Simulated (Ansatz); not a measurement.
## Response to strain in SiC

Base system: SiC in the wurtzite structure (space group P6_3mc, No. 186).

```yaml
crystal:
  lattice:
    - [3.07595, 0.00000, 0.00000]
    - [-1.53798, 2.66385, 0.00000]
    - [0.00000, 0.00000, 5.04778]
  atoms:
    - { symbol: Si, position: [0.33333, 0.66667, 0.99959] }
    - { symbol: Si, position: [0.66667, 0.33333, 0.49959] }
    - { symbol: C, position: [0.33333, 0.66667, 0.37541] }
    - { symbol: C, position: [0.66667, 0.33333, 0.87541] }
```

Cartesian axes are those of the cell as printed.

Strains are applied to the cell and any free atomic positions relax; under biaxial strain the out-of-plane vector relaxes too.

The values are results of PBEsol, PAW, 420 eV (Ansatz, a first-principles code; no SOC), not measurements.

Candidates:
(a) biaxial strain +0.60 %, plane normal [001], relaxed out of plane
(b) biaxial strain +1.80 %, plane normal [001], relaxed out of plane
(c) biaxial strain +3.00 %, plane normal [001], relaxed out of plane

Notes on the quantities. in-plane stress: mean in-plane stress (compression positive).

Problem. Order them by in-plane stress, highest first.

Solution. (a) biaxial strain +0.60 %, plane normal [001], relaxed out of plane (-3.5 GPa), (b) biaxial strain +1.80 %, plane normal [001], relaxed out of plane (-10.1 GPa), (c) biaxial strain +3.00 %, plane normal [001], relaxed out of plane (-15.9 GPa)

No phonon test of stability was made.
